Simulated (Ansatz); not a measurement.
End structure of a constructed model of the (110) surface of bcc Ta, a cell of two sites (a+b, b-a) layer of I, one a cell, on the site that continues the host's stacking (bottom of the slab: a bare face, its two planes held):

```xyz
13
Lattice="1.9162 2.7100 0.0000 -3.8325 2.7100 0.0000 0.0000 0.0000 30.5000" Properties=species:S:1:pos:R:3 pbc="T T T"
Ta     0.9581     1.3550     8.0089
Ta    -1.9162     1.3550     8.0089
Ta     0.0000     0.0000    10.3558
Ta    -0.9581     2.7100    10.3558
Ta     0.9581     1.3550    12.6873
Ta    -1.9162     1.3550    12.6894
Ta     0.0000     0.0000    15.0360
Ta    -0.9581     2.7100    15.0665
Ta     0.9581     1.3550    17.3567
Ta    -1.9162     1.3550    17.4182
Ta     0.0000     0.0000    19.6591
Ta    -0.9581     2.7100    19.7249
I      0.9581     1.3550    21.9462
```

Set-up: 13 atoms, 14.5 Å thick at the start; mesh 11x8x1; 0.1 eV smearing; dipole correction on; 4 atoms held, the rest relaxed; symmetry of the start imposed; no spin, no spin-orbit, no U. It is one candidate, not shown to be the stable structure of the face.

What work function of the top face does PBE in Ansatz (a quantum-chemistry and plane-wave program) give?

3.37 eV
